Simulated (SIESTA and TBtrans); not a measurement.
Run with SIESTA and TBtrans (periodic supercell aligned to the leads; PseudoDojo norm-conserving potentials, scalar-relativistic): Spin polarized, PAO.BasisSize DZP, PAO.EnergyShift 0.15 eV, XC.Authors PBE, Mesh.Cutoff 200 Ry, ElectronicTemperature 300 K.

Junction: Na chain with one N atom inserted. Leads: straight Na chain, spacing 3.135 Å. Geometry: 3 atoms about the centre moved by SIESTA (PBE, DZP) to a largest force of 0.06 eV/Å, all others as built, motion along the axis alone. Transport runs along z; the first 6 and the last 6 of the 19 atoms are the lead cells, repeated to infinity.

```xyz
19
Lattice="9.000 0.000 0.000 0.000 9.000 0.000 0.000 0.000 57.895" Properties=species:S:1:pos:R:3 pbc="F F T"
Na     4.500     4.500     0.000
Na     4.500     4.500     3.135
Na     4.500     4.500     6.270
Na     4.500     4.500     9.405
Na     4.500     4.500    12.540
Na     4.500     4.500    15.675
Na     4.500     4.500    18.810
Na     4.500     4.500    21.945
Na     4.500     4.500    25.135
N      4.500     4.500    27.381
Na     4.500     4.500    29.624
Na     4.500     4.500    32.815
Na     4.500     4.500    35.950
Na     4.500     4.500    39.085
Na     4.500     4.500    42.220
Na     4.500     4.500    45.355
Na     4.500     4.500    48.490
Na     4.500     4.500    51.625
Na     4.500     4.500    54.760
```
Starting moments (μB): atom 10 +1.

Predict: conductance at 300 K (G0 = 2e²/h); thermopower (μV/K); mean T from −0.5 to 0.5 eV; spin polarisation of the conductance, (up − down)/(up + down).

conductance at 300 K (G0 = 2e²/h): 0.055; thermopower (μV/K): -4.3; mean T from −0.5 to 0.5 eV: 0.094; spin polarisation of the conductance, (up − down)/(up + down): -0.26. Moments were seeded on the central atoms alone, and one start was tried. The straight chain is held at its spacing; free chains may zigzag or dimerise.
